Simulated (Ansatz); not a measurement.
Surface energy of faces of MnP-type NiSi in PBE and in RPBE, in Ansatz (plane waves, PAW). Symmetric slabs relaxed with PBE from ideal cuts in 1x1 cells (the lowest computed cut and spin start of each face; real faces may reconstruct in larger cells); RPBE values are single points on them, with the bulk at the same level. No spin-orbit coupling, no U.

```json
[
 {"face": "(001)", "PBE (J/m²)": "1.86", "RPBE (J/m²)": "1.71"},
 {"face": "(010)", "PBE (J/m²)": "1.83", "RPBE (J/m²)": "1.67"},
 {"face": "(011)", "PBE (J/m²)": "1.56", "RPBE (J/m²)": "1.40"},
 {"face": "(100)", "PBE (J/m²)": "2.10", "RPBE (J/m²)": "1.90"},
 {"face": "(101)", "PBE (J/m²)": "1.82", "RPBE (J/m²)": "1.63"},
 {"face": "(110)", "PBE (J/m²)": "1.83", "RPBE (J/m²)": "?"},
 {"face": "(111)", "PBE (J/m²)": "1.62", "RPBE (J/m²)": "1.44"}
]
```

Question: Fit a straight line y = a·x + b by least squares to the 6 complete rows (x: PBE (J/m²); y: RPBE (J/m²)).

Answer: the means are x̄ = 1.7983 and ȳ = 1.6250; Σ(x − x̄)² = 0.18488 and Σ(x − x̄)(y − ȳ) = 0.17635, so a = 0.954 and b = ȳ − a·x̄ = -0.090. The largest residual is 0.026.

Question: What does the line predict for the withheld row, (110), and what did the calculation give?

Answer: the line gives 1.66; the calculation gave 1.68, a miss of 0.02, of the size of the fitted rows' scatter and rounding.

Ansatz is a first-principles code.
